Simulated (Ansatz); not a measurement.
Abridged Ansatz (a quantum-chemistry and plane-wave program) output:

```
Pseudopotential: Y, paw, valence charge 11
Pseudopotential: N, paw, valence charge 5
Crystal: 3 atoms, lattice volume = 58.389 Å³
Basis set: ecut = 420 eV, 1139 PW (Γ), exchange–correlation on 48×48×64 points (8 copies of the dense FFT grid, shifted against one another)
Bands: 18, of which v1, the nominal top of the filled ones, is band 14 counted from 1 (13 counted from 0)
Symmetry: 16 space group operations
k-points: 168 of 1690
Functional: x = pbe(κ = 0.804, μ = 0.2195149727645171), c = pbe(β = 0.06672455060314922)
SCF iter   1: F=—  HF=-8085.324405 eV  |F-HF|=—  |Δ(HF+E_count)|=         —  Δρ=3.56e-3  dr2=1.03e-2  ethr=1.77e-3  ⟨swp⟩=4.9  Hψ=13251  notcnv=0
SCF iter   2: F=—  HF=-8085.321804 eV  |F-HF|=—  |Δ(HF+E_count)|=   2.60e-3  Δρ=1.74e-3  dr2=2.69e-3  ethr=3.83e-5  ⟨swp⟩=2.5  Hψ=6043  notcnv=0
SCF 1 converged in 8 iterations: F = -8085.321518 eV  dr2 = 5.30e-11
SCF converged after 8 iterations
Free energy (F): -8085.321518 eV
Internal energy: -8085.296452 eV  (E = F + TS)
E sigma→0 (E₀):  -8085.308985 eV
Entropy (-TS):   -0.025066 eV (-8.355 meV/atom)
Fermi energy:    12.112714 eV
  E_disp       = -1.007155  (pairwise vdW)
--- Forces (eV/Å), atoms counted from 1 ---
  atom   1  Y     -0.00000000    -0.00000000     0.00000000
  atom   2  Y      0.00000000     0.00000000     0.00000000
  atom   3  N      0.00000000     0.00000000     0.00000000
--- Stress (GPa, compression-positive) ---
        0.005230       0.000000       0.000000
        0.000000       0.005230       0.000000
        0.000000       0.000000      -0.002992
  P = ⅓ Tr σ = 0.0025 GPa (0.025 kbar)
```

What was computed, and what are the main results?

Y2N, 3 atoms in the cell, with DFT with PBE-D3(BJ), PAW potentials and a 420 eV plane-wave cutoff in Ansatz, scalar-relativistic without spin-orbit coupling. The last SCF converged to F = -8085.321518 eV, or -2695.1072 eV per atom, at a pressure of 0.00 GPa. The total energy compares only with runs of the same code, potentials and settings.

Whether these cells are dynamically stable was not tested. The base started in P4/nmm and relaxed to P4/mmm at this level. All final runs are without spin polarisation. An odd electron count without spin: Y2N. The cell is Y2N (space group P4/mmm, No. 123; a hypothetical phase, not in the database extracts checked).
